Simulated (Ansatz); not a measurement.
# F on the Li site (rock-salt LiF host)

These are PBE, PAW (plane waves to 420 eV; Ansatz, a program for electronic structure) values and carry that method's errors. The supercell holds 64 host sites (2×2×2 repeats of the unit cell), with a 2×2×2 shifted k-point sampling for the final energies. Site at the start: the Li site. Energies of charged states are corrected for periodic images (point charge plus alignment at distant sites). Dielectric constants: PBE linear response of the host. Host gap at this level: 8.83 eV. A cell of this size leaves errors of a few tenths of an eV. The semilocal functional narrows the gap, so deep levels can fall outside it. Spin–orbit coupling is left out. Each state is the lowest found from its start.

Formation energies E_f are given with the Fermi level at the valence-band maximum. Chemical conditions: F-rich (Δμ(F) = 0.00 eV, Δμ(Li) = -5.89 eV; only phases computed here count, gases as isolated molecules at 0 K); Li-rich (Δμ(F) = -5.89 eV, Δμ(Li) = 0.00 eV; only phases computed here count, gases as isolated molecules at 0 K). Reference phases: F: F2 molecule in a box, Li: bcc Li.

In at least one state atoms left their starting sites on relaxation (a large move, or an atom on the emptied site), so the name describes the start.

```tsv
charge	moment (μB)	point group	largest move off a lattice site (Å)	image correction with alignment (eV)	E_f, F-rich (eV)	E_f, Li-rich (eV)	above the lowest spin state (eV)
+2†	not spin-polarised	–	0.13	0.64	–	–	0.00
+1	3.0	Oh	0.10	0.23	1.61	13.39	0.00
0	2.0	D4h	0.28	0.00	1.81	13.60	0.00
0†	not spin-polarised	–	0.19	0.00	2.40	14.18	0.59
−1	1.0	C2v	1.22	0.16	2.50	14.28	0.00
−2	not spin-polarised	C1	1.59	0.68	5.03	16.81	0.00
```

† Not settled in this cell, so no level is given: charge +2: a level filled in part, carriers not clearly localised, level within 0.1 eV of a band edge or past it.

Point groups are those of the whole cell at tolerances of 0.03 and 0.1 Å ("near" where only the looser one holds); none is given for unsettled states.

Starting moments that weren't kept: charge +1 began with 1 μB and ended with 3.0.

Transition levels above the valence-band maximum: ε(+1/0) = 0.21 eV; ε(0/−1) = 0.69 eV; ε(−1/−2) = 2.53 eV. With a charge missing or unsettled, these needn't be thermodynamic levels.

Flagged in the runs: a doubtful potential alignment.

All states together cost around 70 core-minutes (rough).
